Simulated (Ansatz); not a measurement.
## AlN (model structure, started from the BN type, Pm-3n, No. 223, 12 atoms in the cell)

These are LDA (plane waves, PAW; Ansatz, a program for electronic structure) values and carry that method's errors.

Settings: plane-wave cutoff 520 eV, 6×6×6 k mesh, Fermi–Dirac smearing 0.01 eV, scalar-relativistic PAW data made under PBE.

Cell (relaxed with PBEsol):

```cif
data_Al6N6
_chemical_formula_sum 'Al6 N6'
_space_group_name_H-M_alt 'P 1'
_space_group_IT_number 1
_cell_length_a 5.34384
_cell_length_b 5.34384
_cell_length_c 5.34384
_cell_angle_alpha 90.000
_cell_angle_beta 90.000
_cell_angle_gamma 90.000
loop_
_space_group_symop_operation_xyz
  'x, y, z'
loop_
_atom_site_label
_atom_site_type_symbol
_atom_site_fract_x
_atom_site_fract_y
_atom_site_fract_z
_atom_site_occupancy
Al1 Al 0.25000 0.00000 0.50000 1
Al2 Al 0.50000 0.25000 0.00000 1
Al3 Al 0.50000 0.75000 0.00000 1
Al4 Al 0.75000 0.00000 0.50000 1
Al5 Al 0.00000 0.50000 0.75000 1
Al6 Al 0.00000 0.50000 0.25000 1
N1 N 0.25000 0.50000 0.00000 1
N2 N 0.00000 0.25000 0.50000 1
N3 N 0.00000 0.75000 0.50000 1
N4 N 0.75000 0.50000 0.00000 1
N5 N 0.50000 0.00000 0.75000 1
N6 N 0.50000 0.00000 0.25000 1
```

For AlN (model structure, started from the BN type, Pm-3n, No. 223, 12 atoms in the cell), the band gap is 2.55 eV (direct).

Note: the relaxation could raise the start's symmetry but not lower it, so the cell can be a saddle point; cell and atoms aren't relaxed at this level (pressure -3.9 GPa).

The computed numbers hold no vibrational or temperature effects.

A model structure was made by putting elements into a prototype or built by hand; it is no filed structure, need not be a known phase, and can be a saddle point held by its symmetry.
